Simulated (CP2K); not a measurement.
CP2K is run on Li2Mg (Cmcm, 6 atoms in the cell), and the run fails. The aim is a self-consistent single point with DFT PBEsol, GPW, DZVP-MOLOPT-PBE-GTH basis, GTH-PBE potentials (POTENTIAL_UZH).

Cell that was meant: a = 5.2992 Å, b = 5.2992 Å, c = 5.0708 Å, α = 90.00°, β = 90.00°, γ = 59.50°.

Part of the input:

```
    &SCF
      SCF_GUESS ATOMIC
      EPS_SCF 1E-6
      MAXSCF 100
      ADDED_MOS 6
      &DIAGONALIZATION
        ALGORITHM STANDARD
```

Output, abridged:

```
 Possible matches for unknown keyword

 MAXSCF

   keyword MAX_SCF in section %__ROOT__%FORCE_EVAL%DFT%SCF score:  109
   keyword MAX_SCF in section %__ROOT__%FORCE_EVAL%DFT%XAS%SCF score:  109
   keyword EPS_SCF in section %__ROOT__%FORCE_EVAL%DFT%SCF score:  106
   enum MOPAC in section %__ROOT__%FORCE_EVAL%DFT%SCF for keyword SCF_GUESS score:  106
   keyword ROKS_F in section %__ROOT__%FORCE_EVAL%DFT%SCF score:  106

 *******************************************************************************
 *   ___                                                                       *
 *  /   \                                                                      *
 * [ABORT]                                                                     *
 *  \___/             found an unknown keyword MAXSCF in section SCF           *
 *    |                                                                        *
 *  O/|                                                                        *
 * /| |                                                                        *
 * / \                                               input/input_parsing.F:253 *
 *******************************************************************************

 ===== Routine Calling Stack =====

            5 section_vals_parse
            4 section_vals_parse
            3 section_vals_parse
            2 section_vals_parse
            1 read_input
Abort(1) on node 0 (rank 0 in comm 0): application called MPI_Abort(MPI_COMM_WORLD, 1) - process 0
```

### Question
Read the log: what does the program object to, and what is the fix?

### Answer
The fault is a keyword that the program does not know. The program does not know a key of this name. To fix it, use the program's own name for the key. The program stopped before any SCF iteration.

The sound input it was made from differs as follows (other fixes are possible):
```diff
-      MAXSCF 100
+      MAX_SCF 100
```

With that input, the run converged in 11 iterations: free energy E − TS -4245.3528 eV; Fermi level (on the code's own zero) 2.16 eV; pressure 0.25 GPa; largest force (vector length) 0.144 eV/Å (DFT PBEsol, GPW, DZVP-MOLOPT-PBE-GTH basis, GTH-PBE potentials (POTENTIAL_UZH)).

On the sound input: the starting cell comes from a database of computed structures (which also holds hypothetical and non-ambient phases and stackings), without a prior relaxation at this level. Values carry the incompleteness of an atom-centred basis. The potentials were made for another functional than the one used.
